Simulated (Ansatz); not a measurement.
Band structure of Cr (Im-3m, 2 atoms in the cell).

```
CELL_PARAMETERS angstrom
      2.97543     0.00000     0.00000
      0.00000     2.97543     0.00000
      0.00000     0.00000     2.97543
ATOMIC_POSITIONS crystal
  Cr 0.00000 0.00000 0.00000
  Cr 0.50000 0.50000 0.50000
```
Moments meant for the start (each program seeds them in its own way; μB, in the order of the atoms Cr Cr): 3.0 3.0.

Method: PBE, PAW files (plane waves; Ansatz, a program for electronic structure).

Settings: kpoints.mp_grid.grid = 8 8 8; hamiltonian.xc = pbe; hamiltonian.pseudopotentials = {kind: paw} (the program's default PAW files); magnetization.spin_polarized = true; scf.occupations.method = fermi_dirac; scf.occupations.width = 0.1 eV; kpoints.band_path.npoints = 16.

The starting cell comes from a database of computed structures (which also holds hypothetical and non-ambient phases and stackings), without a prior relaxation at this level. Its lattice was rescaled by a random factor within 2.5 % of one. The program's own search went on from the first solution to a lower state. The program warned that a starting moment was not kept.

Levels in eV from the Fermi level, bands 11 to 18 of the first spin channel:
```csv
point,11,12,13,14,15,16,17,18
Γ,-3.62,-0.89,-0.89,-0.89,1.21,1.21,2.50,2.50
X,-1.99,-1.02,-1.02,-0.71,-0.17,0.60,0.60,1.56
M,-2.10,-2.10,0.65,0.75,0.75,0.90,1.38,2.17
R,-2.53,-1.43,-1.43,-1.43,0.70,0.70,2.22,2.22
```

Bands cross the Fermi level along this path, so the cell is metallic at this level.

The net moment of the cell came out as 0.00 μB.

Keys are those of Ansatz 0.2.
